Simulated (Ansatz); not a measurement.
**A computed series for GaAs: pressure series**

Take GaAs in the zinc blende structure (space group F-43m, No. 216) as the base.

```yaml
crystal:
  lattice:
    - [0.00000, 2.83337, 2.83337]
    - [2.83337, 0.00000, 2.83337]
    - [2.83337, 2.83337, 0.00000]
  atoms:
    - { symbol: As, position: [0.25000, 0.25000, 0.25000] }
    - { symbol: Ga, position: [0.00000, 0.00000, 0.00000] }
```

Cell and atoms are relaxed at each pressure.

Level of theory: r2SCAN/PAW in Ansatz (a quantum-chemistry and plane-wave program), scalar-relativistic without spin-orbit coupling.

Notes on the quantities. hole mass: degenerate bands, along [100].

```tsv
case	band gap	electron mass	hole mass	lattice parameter a
base	0.96 eV	0.051 mₑ (at Γ)	0.050, 0.34, 0.34 mₑ (at Γ)	5.667 Å
pressure −2 GPa	0.73 eV	0.040 mₑ (at Γ)	0.040, 0.35, 0.35 mₑ (at Γ)	5.723 Å
pressure −1 GPa	0.85 eV	0.046 mₑ (at Γ)	0.045, 0.35, 0.35 mₑ (at Γ)	5.694 Å
pressure 0.9 GPa	[?]	[?]	[?]	[?]
pressure 2.1 GPa	1.18 eV	0.061 mₑ (at Γ)	0.060, 0.33, 0.33 mₑ (at Γ)	5.616 Å
pressure 4.5 GPa	1.41 eV	0.070 mₑ (at Γ)	0.069, 0.32, 0.32 mₑ (at Γ)	5.564 Å
pressure 9 GPa	1.56 eV	1.3 mₑ along k, 0.21 mₑ across (off the special points)	0.084, 0.30, 0.30 mₑ (at Γ)	5.483 Å
pressure 15 GPa	1.46 eV	1.3 mₑ along k, 0.21 mₑ across (off the special points)	0.098, 0.29, 0.29 mₑ (at Γ)	5.394 Å
pressure 22.5 GPa	1.34 eV	–	0.11, 0.27, 0.27 mₑ (at Γ)	5.304 Å
pressure 30 GPa	1.23 eV	–	0.12, 0.25, 0.25 mₑ (at Γ)	5.229 Å
```

### Question
Fill in the withheld entries from the trend.

### Answer

- pressure 0.9 GPa, band gap: 1.06 eV
- pressure 0.9 GPa, electron mass: 0.055 mₑ (at Γ)
- pressure 0.9 GPa, hole mass: 0.055, 0.34, 0.34 mₑ (at Γ)
- pressure 0.9 GPa, lattice parameter a: 5.644 Å

Load acts through the strain it causes; cell and atoms are relaxed under it. Effective masses come from finite differences of ±0.01 Å⁻¹. Along k means along the line from Γ to the band edge. Stability against distortions was not tested. Measured, GaAs leaves this structure (for a Cmcm phase) near 15 GPa (room temperature; as listed in arXiv:1906.07825).
